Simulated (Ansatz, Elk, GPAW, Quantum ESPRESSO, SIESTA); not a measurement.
# One structure in several programs: NaTlO (P1, 6 atoms in the cell)

Self-consistent single point, at a second geometry (atoms moved at random). First geometry:

```xyz
6
Lattice="3.4844 0.0000 0.0000 -1.7422 3.0176 0.0000 0.0000 0.0000 11.3946" Properties=species:S:1:pos:R:3 pbc="T T T"
Na     1.7422     1.0059    10.1855
Na     0.0000     2.0117     4.4882
Tl     0.0000     2.0117     1.3186
Tl     1.7422     1.0059     7.0159
O      0.0000     0.0000    11.2852
O      0.0000     0.0000     5.5879
```

Second geometry:
```yaml
crystal:
  lattice:
    - [3.48439, 0.00000, 0.00000]
    - [-1.74219, 3.01757, 0.00000]
    - [0.00000, 0.00000, 11.39459]
  atoms:
    - { symbol: Na, position: [0.66273, 0.32055, 0.88785] }
    - { symbol: Na, position: [0.34730, 0.67915, 0.39491] }
    - { symbol: Tl, position: [0.34833, 0.65900, 0.11290] }
    - { symbol: Tl, position: [0.66238, 0.33557, 0.62046] }
    - { symbol: O, position: [0.97410, 0.99004, 0.99325] }
    - { symbol: O, position: [0.00517, 0.01570, 0.49065] }
```

Shared settings, as Ansatz (a first-principles code) writes them: kpoints.mp_grid.grid = 7 7 2; scf.occupations.method = fixed. Potentials and cutoffs stand in the table.

| code | model | ΔF from the first geometry (meV/atom) | pressure (GPa) | largest force (eV/Å) | gap on the mesh (eV) | cutoff |
|---|---|---|---|---|---|---|
| GPAW | PBEsol, GPAW PAW datasets PBEsol (made by gpaw-setup) | 10.0 | – | 0.627 | 0.663 | 950 eV |
| Elk | PBEsol, all-electron FP-LAPW, Elk's shipped species files, default APW+lo basis | – | – | – | 0.687 | default |
| Quantum ESPRESSO | PBEsol, GBRV 1.5 ultrasoft (PBESOL) pseudopotentials | 10.4 | -1.08 | 0.655 | 0.693 | 40 Ry |
| SIESTA | GGA PBEsol, numerical atomic orbitals DZP, PseudoDojo PBEsol standard norm-conserving potentials (rewritten from UPF to PSML) | 13.4 | -0.48 | 0.840 | 0.607 | grid 300 Ry |
| Ansatz | PBEsol, PAW files made with PBE | 10.9 | -0.66 | 0.665 | 0.689 | default |

Size of the force on each atom (eV/Å): Sizes of forces hide their directions.

| code | Na1 | Na2 | Tl3 | Tl4 | O5 | O6 |
|---|---|---|---|---|---|---|
| GPAW | 0.347 | 0.173 | 0.421 | 0.627 | 0.600 | 0.602 |
| Quantum ESPRESSO | 0.353 | 0.163 | 0.463 | 0.603 | 0.655 | 0.554 |
| SIESTA | 0.449 | 0.123 | 0.587 | 0.612 | 0.840 | 0.460 |
| Ansatz | 0.385 | 0.128 | 0.446 | 0.618 | 0.665 | 0.524 |

A dash marks a value that a program does not give, or that is left out as unsure.

Gaps are read on the mesh.

On Ansatz's run: spin-orbit coupling is off.

The spread over the programs that give each value: ΔF from the first geometry within 3.4 meV/atom; pressure within 0.60 GPa; largest force within 0.213 eV/Å; gap on the mesh within 0.086 eV.

SIESTA uses small atom-centred bases, whose incompleteness enters pressures, forces and empty levels differently from a plane-wave cutoff. Elk treats all electrons, but the usual bases taken here (sphere radii, linearisation, local orbitals, empty states) were not tested for convergence, so the values are no reference for the others. Ansatz's pressure is given at a fixed set of plane waves, as the other plane-wave codes print theirs; with its correction for the finite basis it is -0.53 GPa. The pressure of GPAW is left out: its cutoff lies under the one at which its stress was checked. In the force vectors, SIESTA (by 0.191) lies more than 0.08 eV/Å from the median of the plane-wave programs.

The starting cell comes from a database of computed structures (which also holds hypothetical and non-ambient phases and stackings), without a prior relaxation at this level. For this run, on top of that: atoms moved at random.

Left out of this page: CP2K (unsound by tests on forces, stress, charge or solver warnings).

Keys are those of Ansatz 0.2.
